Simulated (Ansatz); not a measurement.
# Effect of 3 layers on Os

Take Os in the hcp (Mg type) structure (space group P6_3/mmc, No. 194; a = 2.7389 Å, c = 4.3168 Å) as the base. Axes: x lies along a and z along c of the hexagonal cell.

The change: a free-standing slab of 3 layers (3 atoms, 1 a layer) is cut normal to the z axis, with 15 Å of vacuum and the in-plane cell held at bulk.

Level of theory: Ansatz (an electronic-structure program) r2SCAN, no SOC, earlier PAW set. Settings: 19×19×1 k-points, 0.05 eV Fermi–Dirac smearing, for the changed cell.

The layer's space group (with vacuum) is P-6m2 (No. 187) and the shortest interatomic distance drops by 0.063 Å, from 2.676 Å to 2.613 Å. The band gap remains zero and the excess energy per area of both faces (slab less bulk energy over the cell's area: twice a surface energy) amounts to 6.1 J/m² (uncertain by up to 0.07 J/m²). The change of the spacing d12 from its bulk value of 2.158 Å amounts to -3.6 %.

Slab and bulk use different k-meshes, which limits the precision of the excess energy. Whether these cells are dynamically stable was not tested. The final runs are not spin-polarised.
